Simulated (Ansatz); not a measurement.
How the band gap of HfSeS (P3m1, No. 156; start mp-1224282) moves with the method

No measured value is used here.

```tsv
level (code)	value (eV)
LDA (Ansatz)	0.41
PBEsol+SOC (Ansatz)	0.33 (indirect)
HSE06+SOC (Ansatz)	?
PBE0 (Ansatz)	1.88
```

Question: What belongs in the gaps?

Answer: 
- HSE06+SOC (Ansatz, a first-principles code), value (eV): 1.09 (indirect)

Computed values are for a static lattice. Spin–orbit coupling is included only where a level's name says +SOC; with heavier elements it mostly lowers gaps and can invert bands.  Values are at the PBE-D3(BJ) cell. Cutoffs and k meshes differ between the levels. Ansatz's density-functional and Hartree–Fock values are scalar-relativistic unless marked +SOC, with PAW data made under PBE.

A start named mp-… is a Materials Project structure, which can be a computed phase never made.
